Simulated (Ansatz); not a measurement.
Here is the system:

```yaml
crystal:
  lattice:
    - [3.58294, 0.00000, 0.00000]
    - [-1.79147, 3.07220, 0.00000]
    - [0.00000, 0.00000, 5.57685]
  atoms:
    - { symbol: Hf, position: [0.00000, 0.00000, 0.00000] }
    - { symbol: S, position: [0.66595, 0.33189, 0.26049] }
    - { symbol: S, position: [0.33405, 0.66811, 0.73951] }
```

No spin polarisation.

Calculations: PBEsol-D3(BJ) (Ansatz, a quantum-chemistry and plane-wave program, PAW, no spin-orbit coupling). Settings: 11×11×6 k-points, 0.05 eV Fermi–Dirac smearing.

**Question.** What is the computed valence-band top at Γ (three highest levels, from the VBM)?

**Answer.** 0.00, -0.29, -0.35 eV.

**Question.** Predict the band gap.

**Answer.** 0.49 eV.

**Question.** What is the computed pressure (mean of the normal stresses, compression positive)?

**Answer.** -0.61 GPa.

With Hf present, leaving out spin-orbit coupling can change the band edges. The cells carry an imposed strain or load. No phonon test of stability was made. The cell was made from HfS2 in the CdI2 type structure (space group P-3m1, No. 164; layered, stacked along the Cartesian z axis) by this change: uniaxial strain ε_xx = +1.00 %.
